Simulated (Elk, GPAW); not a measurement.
An Elk input for a self-consistent single point of Ti₃Al (P-6m2, 4 atoms in the cell) (DFT, PBEsol, all-electron FP-LAPW, Elk's shipped species files, APW+lo basis with extra local orbitals):

```
tasks
  0

xctype
  22

rgkmax
  8.0

gmaxvr
  14.0

nxlo
  2

lorbcnd
  .true.

lmaxi
  2

stype
  0

swidth
  0.00499791

maxscl
  100

scale
  1.889726125

avec
    2.8689893711    0.0000001639    0.0000000000
   -1.4344948275    2.4846175966    0.0000000000
    0.0000000000    0.0000000000    9.0418330000

atoms
  2
  'Ti.in'
  3
  0.6666666667  0.3333333333  0.0000000000    0.0 0.0 0.0
  0.3333333333  0.6666666667  0.7505900000    0.0 0.0 0.0
  0.3333333333  0.6666666667  0.2494100000    0.0 0.0 0.0
  'Al.in'
  1
  0.6666666667  0.3333333333  0.5000000000    0.0 0.0 0.0

ngridk
  10 10 3
```

Question: Write the same calculation as an input for GPAW.

Answer: One input that does it (others would too):

```python
from ase import Atoms
from ase.units import GPa
from gpaw import GPAW

atoms = Atoms(['Ti', 'Ti', 'Ti', 'Al'],
              cell=[[2.868989, 0.000000, 0.000000],
                    [-1.434495, 2.484618, 0.000000],
                    [0.000000, 0.000000, 9.041833]],
              scaled_positions=[[0.666667, 0.333333, 0.000000],
                                [0.333333, 0.666667, 0.750590],
                                [0.333333, 0.666667, 0.249410],
                                [0.666667, 0.333333, 0.500000]],
              pbc=True)

calc = GPAW(mode={'name': 'pw', 'ecut': 800},
            xc='PBEsol',
            kpts={'size': (10, 10, 3), 'gamma': True},
            occupations={'name': 'methfessel-paxton', 'width': 0.136, 'order': 0},
            nbands=-10,
            convergence={'forces': 0.001},
            symmetry={'symmorphic': False, 'tolerance': 0.0005},
            maxiter=120)

atoms.calc = calc

energy = atoms.get_potential_energy()
print('Energy (eV):', round(energy, 6))
forces = atoms.get_forces()
print('Forces (eV/Ang):')
print(forces.round(5))
stress = atoms.get_stress()
print('Stress (GPa, Voigt):', (stress / GPa).round(4))
```

Basis settings and potentials, where a program has them, do not carry over. This input uses DFT PBEsol, plane waves, GPAW PAW datasets PBEsol (made by gpaw-setup).

The starting cell comes from a database of computed structures (which also holds hypothetical and non-ambient phases and stackings), without a prior relaxation at this level. For this run, on top of that: lattice scaled by 0.98.
